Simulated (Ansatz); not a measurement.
A calculation on TiO2 (Pnma, No. 62, 12 atoms in the cell; start mp-9173; a measured phase of this formula has another space group) returned equilibrium volume per atom 10.84 Å³/atom, formation enthalpy -3.346 eV/atom.

### Question
Which level of theory produced these numbers?
(A) r²SCAN (Ansatz, a program for electronic structure)
(B) r²SCAN+rVV10 (Ansatz)
(C) LDA (Ansatz)
(D) r²SCAN-D4 (Ansatz)

### Answer
C, LDA (Ansatz)

The others give: r²SCAN 11.33 Å³/atom, -3.275 eV/atom; r²SCAN-D4 11.17 Å³/atom, -3.327 eV/atom; r²SCAN+rVV10 11.11 Å³/atom, -3.324 eV/atom.

Unless a cell is named, each level is at its own relaxed cell (LDA 10.84, r²SCAN 11.33, r²SCAN-D4 11.17, r²SCAN+rVV10 11.11 Å³/atom).

Caveats: the relaxation could not lower the start's symmetry, so the cell can be a saddle point above a distorted one (r²SCAN, r²SCAN-D4, r²SCAN+rVV10, LDA). Ansatz's density-functional and Hartree–Fock values are scalar-relativistic unless marked +SOC, with PAW data made under PBE.

A start named mp-… is a Materials Project structure, which need not be a measured phase.
